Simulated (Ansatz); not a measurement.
```
CELL_PARAMETERS angstrom
      0.00000     2.04135     2.04135
      2.04135     0.00000     2.04135
      2.04135     2.04135     0.00000
ATOMIC_POSITIONS crystal
  Au 0.00000 0.00000 0.00000
```

Spin-orbit coupling is not included.

Task: What linear thermal expansion coefficient does quasi-harmonic lattice dynamics on PBEsol in Ansatz (a quantum-chemistry and plane-wave program) give at 700 K, and what isobaric heat capacity per mole of formula units and Grüneisen parameter?

Result: α = 23.7 × 10⁻⁶ K⁻¹; C_P = 30.0 J/(mol K); γ = 3.64. No phase change or melting is allowed for: the numbers belong to this structure as given.
